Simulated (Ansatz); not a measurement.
## Element substitutions in Rb3InF6

The reference is Rb₃InF₆ (space group Fm-3m, No. 225; a cell from a computed database, its experimental status unchecked).

```xyz
10
Lattice="0.0000 4.6795 4.6795 4.6795 0.0000 4.6795 4.6795 4.6795 0.0000" Properties=species:S:1:pos:R:3 pbc="T T T"
Rb     7.0193     7.0193     7.0193
Rb     2.3398     2.3398     2.3398
Rb     4.6795     4.6795     4.6795
In     0.0000     0.0000     0.0000
F      2.0710     4.6795     4.6795
F      7.2881     4.6795     4.6795
F      4.6795     2.0710     4.6795
F      4.6795     7.2881     4.6795
F      4.6795     4.6795     2.0710
F      4.6795     4.6795     7.2881
```

Each row replaces one element on all its sites; cell and atoms are relaxed.

Calculations: r2SCAN in Ansatz (plane waves to 500 eV, PAW, spin-orbit coupling left out).

```tsv
case	band gap	width of the top valence band	shortest interatomic distance
base	5.99 eV	0.31 eV	2.071 Å
F → Cl	4.43 eV	0.15 eV	2.514 Å
In → Ga	6.85 eV	0.08 eV	1.894 Å
In → Al	7.22 eV	0.07 eV	1.813 Å
```

Gaps are read on the SCF mesh and a high-symmetry path. Whether these cells are dynamically stable was not tested. For Rb3InCl6, Rb3GaF6 and Rb3AlF6 in this form, whether it has been made was not checked.

Ansatz is a first-principles code.
